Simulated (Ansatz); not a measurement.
Consider Cu in the fcc (Cu type) structure (space group Fm-3m, No. 225; relaxed with 0.1 eV smearing).

```
Cu
1.0
    0.00000     1.78838     1.78838
    1.78838     0.00000     1.78838
    1.78838     1.78838     0.00000
Cu
1
Direct
  0.00000   0.00000   0.00000
```

The values are results of Ansatz (a program for electronic structure) r2SCAN, no spin-orbit coupling, not measurements.

Before the change:

- Pressure = 0.0 GPa

One thing is altered: an isotropic linear strain of +2.57 %; the atoms relax in the strained cell.

**Question.** How does this affect the pressure and energy relative to the base?

**Answer.** The pressure goes from zero to -10.2 GPa; the energy goes up by 31 meV/atom.

Stability against distortions was not tested. The final runs are not spin-polarised.
